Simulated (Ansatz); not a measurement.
Functionals compared on NH3 on the 1x1 (10-10) surface of wurtzite ZnO (cut with top plane O + Zn), one in a 2x1 cell, started at the site 'top Zn #2', in Ansatz (plane waves, PAW). The structure was relaxed with PBE; the other rows are single points on it, each with its references at the same level. Cutoff 420 eV (500 eV for r2SCAN). HSE06 used the coarser mesh 3x3x1.

Host crystal: wurtzite ZnO, with a band gap (PBE, scalar-relativistic without spin-orbit coupling).

Model: 36-atom slab, 9.4 Å thick at the start under the adsorbate (thin: gaps and levels are the slab's own), 3x4x1 mesh, Fermi-Dirac 0.01 eV, dipole correction, 16 atoms held, the rest relaxed; no symmetry held; no spin, no spin-orbit, no U, no dispersion correction. At the end it is bonded to Zn. In PBE it is, or lies within 0.03 eV of, the lowest of the starts that converged. These notes are the PBE run's. Adsorption energies are against NH3(g). A negative adsorption energy means that the adsorbate is more stable on the surface than in its reference.

```csv
functional,adsorption energy (eV),rough cost of the single point
PBE,-1.03,–
RPBE,-0.79,roughly 2.4 core-minutes
r2SCAN,-1.17,very roughly 4 core-minutes
HSE06,…,roughly 70 core-minutes
```

What belongs in the gaps?


- HSE06, adsorption energy (eV): -1.05

Ansatz is an electronic-structure program.
